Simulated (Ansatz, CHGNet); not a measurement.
# How well does each level of theory give the lattice parameter a of L1₂ (Cu3Au-type) Al₃Sc?

Reference value: 4.103 Å (measured, room temperature, not corrected to a static lattice; as tabulated in A Combined Experimental and First-Principles Based Assessment of …).

What do CHGNet-r²SCAN, PBE, PBE-D3(BJ), r²SCAN, Hartree–Fock give, and how far is each from the reference?


```tsv
level (code)	value (Å)	difference (%)
CHGNet-r²SCAN	4.087	-0.39
PBE (Ansatz)	4.106	+0.07
PBE-D3(BJ) (Ansatz)	4.050	-1.29
r²SCAN (Ansatz)	4.086	-0.41
Hartree–Fock (Ansatz)	4.186	+2.02
```

The reference is not for a static lattice or low temperature, so close values are not ranked against it. Off by more than 1.25 %, or 1.75 % on the side where a correction would as a rule narrow the miss (bounds picked here): Hartree–Fock (+2.02 %).

The measured value isn't corrected to a static lattice, so vibrations enter the comparison. A static lattice is as a rule a little smaller than the measured one. The crystal itself was run without spin with PBE, PBE-D3(BJ), r²SCAN, Hartree–Fock; a magnetic state was not tried in these runs. Cutoffs and k meshes differ between the levels. Ansatz's density-functional and Hartree–Fock values are scalar-relativistic unless marked +SOC, with PAW data made under PBE.

Machine-learned potentials (CHGNet-r²SCAN) are trained on DFT data: a solid inside that data is no test of them.

Differences are worked out from the printed values.

Ansatz is a quantum-chemistry and plane-wave program.
